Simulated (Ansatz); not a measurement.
The starting structures come from a database of crystals and need not be the phases stable at ambient conditions.

 Where the default PAW files enter, the runs use the earlier of Ansatz's two default sets.

The decay constant κ of evanescent states in the gap governs leakage through a thin film.

Here is the system:

```xyz
10
Lattice="5.5769 0.0000 0.0000 0.0000 7.9790 0.0000 2.7885 3.9895 2.7885" Properties=species:S:1:pos:R:3 pbc="T T T"
Sr     5.5769     9.9737     2.7885
Sr     2.7885     1.9947     0.0000
Mg     0.0000     0.0000     0.0000
W      0.0000     3.9895     0.0000
O      0.0000     2.0623     0.0000
O      0.0000     5.9167     0.0000
O      4.4284     3.9895     1.5424
O      3.9370     7.9790     1.2460
O      6.8230     7.9790     1.6399
O      1.5424     3.9895     1.1485
```

Space group of this cell: I4/m. The cell is taken as given; by PBEsol its mean pressure is -2.0 GPa.

Transport runs along the normal of the first two printed cell vectors, the (100) plane of the conventional cell.

The gap is the functional's own. No spin-orbit coupling. Mid-gap values are interpolated on the energy grid.

Question: Estimate the band gap and the smallest decay constant κ at mid-gap that PBEsol (Ansatz, an electronic-structure program) returns for this system.

Answer: Gap 3.01 eV on a 12×12×12 mesh; κ = 0.316 1/Å, at the zone centre.
